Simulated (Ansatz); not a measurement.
Take Zr in the hcp (Mg type) structure (space group P6_3/mmc, No. 194; relaxed with 0.1 eV smearing) as the base.

```
CELL_PARAMETERS angstrom
      3.24431     0.00000     0.00000
     -1.62215     2.80965     0.00000
      0.00000     0.00000     5.15800
ATOMIC_POSITIONS crystal
  Zr 0.33333 0.66667 0.75000
  Zr 0.66667 0.33333 0.25000
```

Cartesian axes are those of the cell as printed.

Computed with plane-wave PAW DFT at the r2SCAN level (Ansatz, a first-principles code, 500 eV), no spin-orbit coupling.

Perturbation: a pure shear with ε_xy = ε_yx = -0.0207; the atoms relax in the strained cell.

Problem. Predict the stress tensor and what it implies for the stiffness.

Solution. Stress of the strained cell less that of the base (GPa, compression positive):
```
    0.1     1.6     0.0
    1.6     0.2     0.0
    0.0     0.0    -0.1
```

Then −Δσ/γ with γ = 2ε = -0.0414 gives secant stiffness values (nonlinear terms included at this strain): C66 ≈ 38 GPa.

As a check, the harmonic strain energy −½ V₀ Δσ:ε is 4.8 meV/atom; the computed energy rise is 4.8 meV/atom.

Stability against distortions was not tested. All final runs are without spin polarisation.
